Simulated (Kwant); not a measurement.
Model: Hückel tight-binding model, one pz orbital an atom, one spin, coherent transport at 0 K (Kwant). Conductance is in e²/h.

System: π system c1ccc2c(c1)ccc1ccccc12 between two chain leads. The π system is taken as planar. Atoms are numbered from 0 in the order of the SMILES. Site energies (eV, carbon 0): [0.0, 0.0, 0.0, 0.0, 0.0, 0.0, 0.0, 0.0, 0.0, 0.0, 0.0, 0.0, 0.0, 0.0]. Bonds (i, j, β in eV): (0,1,-2.4) (1,2,-2.4) (2,3,-2.4) (3,4,-2.4) (4,5,-2.4) (4,6,-2.4) (6,7,-2.4) (7,8,-2.4) (8,9,-2.4) (9,10,-2.4) (10,11,-2.4) (11,12,-2.4) (12,13,-2.4) (5,0,-2.4) (13,8,-2.4) (13,3,-2.4). Leads: chains of hopping −3.6 eV, joined by −1.2 eV to atoms 0 and 1.

Site energies and bond integrals are typed Hückel values.

Sweep values stay those of the base run.

One input was changed, with this effect: transmission at E = 0 0.018 → 0.039.

Task: Which change was it?
A) contacts moved from atoms [0, 1] to [2, 5]
B) contacts moved from atoms [0, 1] to [0, 2]
C) contacts moved from atoms [0, 1] to [0, 9]
D) contacts moved from atoms [0, 1] to [2, 12]
E) contacts moved from atoms [0, 1] to [0, 12]
F) contacts moved from atoms [0, 1] to [1, 5]

Result: A, contacts moved from atoms [0, 1] to [2, 5]
